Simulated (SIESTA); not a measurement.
SIESTA run on Zr₃Sc (P1, 8 atoms in the cell): self-consistent single point.

Method: LDA PW92, numerical atomic orbitals DZP, PseudoDojo LDA standard norm-conserving potentials (rewritten from UPF to PSML) run with SIESTA.

The change in words: atoms moved at random. Reference geometry:
```
Zr3Sc
1.0
    6.52002     0.00000     0.00000
   -3.26001     5.64650     0.00000
    0.00000     0.00000     5.12767
Zr Sc
6 2
Direct
  0.16725   0.83275   0.25000
  0.83275   0.16725   0.75000
  0.33450   0.16725   0.75000
  0.66550   0.83275   0.25000
  0.16725   0.33450   0.25000
  0.83275   0.66550   0.75000
  0.33333   0.66667   0.75000
  0.66667   0.33333   0.25000
```

Reference input (self-consistent single point, DFT, LDA PW92, numerical atomic orbitals DZP, PseudoDojo LDA standard norm-conserving potentials (rewritten from UPF to PSML)): XC.functional = LDA; XC.authors = PW92; potentials = PseudoDojo LDA standard; PAO.BasisSize = DZP; PAO.EnergyShift = 0.01 Ry; MeshCutoff = 300 Ry; kgrid.MonkhorstPack = 3 3 4; OccupationFunction = FD; ElectronicTemperature = 100 meV; MaxSCFIterations = 150; SCF.Mixer.Method = Pulay; SCF.Mixer.Weight = 0.2. This run's input differs from it in these lines:

```diff
@@ -18,10 +18,10 @@
 %block AtomicCoordinatesAndAtomicSpecies
-     0.167250000    0.832750000    0.250000000  1
-     0.832750000    0.167250000    0.750000000  1
-     0.334500000    0.167250000    0.750000000  1
-     0.665500000    0.832750000    0.250000000  1
-     0.167250000    0.334500000    0.250000000  1
-     0.832750000    0.665500000    0.750000000  1
-     0.333333000    0.666667000    0.750000000  2
-     0.666667000    0.333333000    0.250000000  2
+     0.163907000    0.832152000    0.240030000  1
+     0.829934000    0.171714000    0.751218000  1
+     0.338237000    0.158930000    0.753003000  1
+     0.668753000    0.832390000    0.256544000  1
+     0.172322000    0.346828000    0.237661000  1
+     0.834072000    0.659858000    0.755761000  1
+     0.336462000    0.670174000    0.756649000  2
+     0.656312000    0.327954000    0.249134000  2
 %endblock AtomicCoordinatesAndAtomicSpecies
```

Log, with long lists cut:

```
        iscf     Eharris(eV)        E_KS(eV)     FreeEng(eV)     dDmax    Ef(eV) dHmax(eV)
   scf:    1   -10860.572453   -10899.389950   -10899.580073  1.634357 -4.814718  3.871866
   scf:    2   -10901.872447   -10900.748067   -10900.943380  0.070642 -4.974178  2.741305
   scf:    3   -10901.565531   -10901.468081   -10901.669777  0.086878 -5.185800  2.111676
   scf:    4   -10901.943804   -10901.868797   -10902.075316  0.051891 -5.308060  0.164010
   scf:    5   -10901.871803   -10901.872487   -10902.079305  0.005273 -5.307832  0.105290
   [... 7 lines left out ...]
   scf:   13   -10901.873279   -10901.873305   -10902.080682  0.000089 -5.311305  0.000707
   scf:   14   -10901.873293   -10901.873299   -10902.080682  0.000024 -5.311358  0.000304
   scf:   15   -10901.873293   -10901.873296   -10902.080682  0.000011 -5.311391  0.000128
   scf:   16   -10901.873294   -10901.873295   -10902.080682  0.000008 -5.311415  0.000071
SCF Convergence by DM+H criterion
max |DM_out - DM_in|         :     0.0000079139
max |H_out - H_in|      (eV) :     0.0000713164
SCF cycle converged after 16 iterations

Using DM_out to compute the final energy and forces

siesta: E_KS(eV) =           -10901.8733

siesta: E_KS - E_eggbox =    -10901.8733

siesta: Atomic forces (eV/Ang):
     1   -0.030315    0.037390    0.298465
     2    0.390711   -0.192203    0.050188
     3   -0.490066    0.223512   -0.145739
     4   -0.000455    0.178137   -0.142544
     5   -0.016949   -0.465142    0.224595
     6   -0.137981    0.141147   -0.085666
     7    0.100926   -0.059240   -0.241169
     8    0.185834    0.141318    0.038388
   Tot    0.001705    0.004919   -0.003482
   Max    0.490066
   Res    0.212931    sqrt( Sum f_i^2 / 3N )
   Max    0.490066    constrained

   [... lines left out ...]
siesta: FreeEng =    -10902.080682
   [... lines left out ...]
siesta:     0.057873   -0.000098    0.000191
siesta:    -0.000098    0.056921    0.001187
siesta:     0.000191    0.001187    0.044897

siesta: Cell volume =        188.776774 Ang**3

siesta: Pressure (static):
siesta:                Solid            Molecule  Units
siesta:          -0.00057975         -0.00059512  Ry/Bohr**3
siesta:          -0.05323036         -0.05464154  eV/Ang**3
siesta:         -85.28443936        -87.54540050  kBar
```

The run converged in 16 iterations. Against the reference run the free energy rises by 10.4 meV/atom, the pressure goes from -8.71 to -8.53 GPa and the largest force goes from 0.092 to 0.558 eV/Å.

The starting cell comes from a database of computed structures (which also holds hypothetical and non-ambient phases and stackings), without a prior relaxation at this level. For this run, on top of that: atoms moved at random. Values carry the incompleteness of an atom-centred basis. With a pressure of about -9 GPa the cell is away from its equilibrium volume at this level.

Cost on one core of a shared machine: roughly 2 min.
